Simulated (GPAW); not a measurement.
Energy against c/a at fixed volume: hcp Ru (space group 194) (GPAW, LDA)

```
CELL_PARAMETERS angstrom
      2.70748     0.00000     0.00000
     -1.35374     2.34474     0.00000
      0.00000     0.00000     4.10498
ATOMIC_POSITIONS crystal
  Ru 0.66667 0.33333 0.75000
  Ru 0.33333 0.66667 0.25000
```

Computed with LDA (Perdew-Wang 92), GPAW PAW datasets LDA (gpaw-data 1.0.1) (plane waves; GPAW). Settings: mode = pw; ecut = 585 eV; xc = LDA; kpts = 28 28 16; mesh shift (steps) = 0 0 0; occupations.name = fermi-dirac; occupations.width = 0.05 eV; nbands = -6; convergence.density = 1e-06 e/electron; convergence.energy = 1e-06 eV/electron; symmetry.symmorphic = false; symmetry.tolerance = 0.0005; maxiter = 120. The cell above is the first row's. The rows change c/a at fixed volume. In all rows fractional positions and the k mesh are held. E is the free energy at the stated smearing, counted from the lowest row.

```
c/a     E (meV/atom)
------  ------------
1.5162             ?
1.5320         12.10
1.5477          5.20
1.5635          1.19
1.5793          0.00
1.5951          1.61
1.6109          5.96
1.6267         12.96
1.6425         22.53
```

Fit E of the 8 rows that show it with a cubic. With u = c/a - 1.59, the rows have u = -0.05800, -0.04230, -0.02650, -0.01070, 0.00510, 0.02090, 0.03670, 0.05250. Least squares gives E = 0.798 + 133.28·u + 5494.9·u² - 2806·u³. Residuals (row less fit): 0.000, -0.005, 0.013, -0.004, -0.010, 0.002, 0.008, -0.004; standard error 0.010 (degrees of freedom: 4). The fitted curve has its minimum at c/a = 1.58, where E = -0.01. To one more digit the minimum is at c/a = 1.578; the ideal close-packed ratio is 1.633.

**Question.** Estimate the missing E (c/a = 1.5162); what did the run itself give?

**Answer.** u = -0.07380, so E = 0.798 + 133.28 × (-0.07380) + 5494.9 × (-0.07380)² - 2806 × (-0.07380)³ = 22.017 meV/atom. The calculation gives 21.91 meV/atom, 0.107 meV/atom below the prediction (0.5 % of the range of E in the table). The row lies outside the fitted rows, so this is an extrapolation. From the scatter of the fitted rows alone, a prediction at this place has a standard error of 0.027 meV/atom, so the miss is 4.0 times that.

Carrying the step between the two nearest rows on in a straight line would have given 19.04, off by 2.87; series whose last step already gives the withheld value aren't shown. The reference cell has the volume at which an earlier scan in this program and functional put its minimum by a fit; axis ratios and inner coordinates come from a measured-size cell. The runs keep the symmetry of the cell, so they don't test it for distortions. The best c/a moves a little with volume. Spin polarisation is off. In metals such curves are sensitive to mesh and smearing. Cutoffs and mesh are single choices, not tested for convergence of this quantity. Series with a scatter that would blur these digits, or in which a gap closes, are not shown. Strain series were run only where this level's volume lies within 10 % of a first guess from the measured size.

Terms beyond the fitted order, or numerical noise in single rows, can give a miss of this size; the table doesn't tell which.
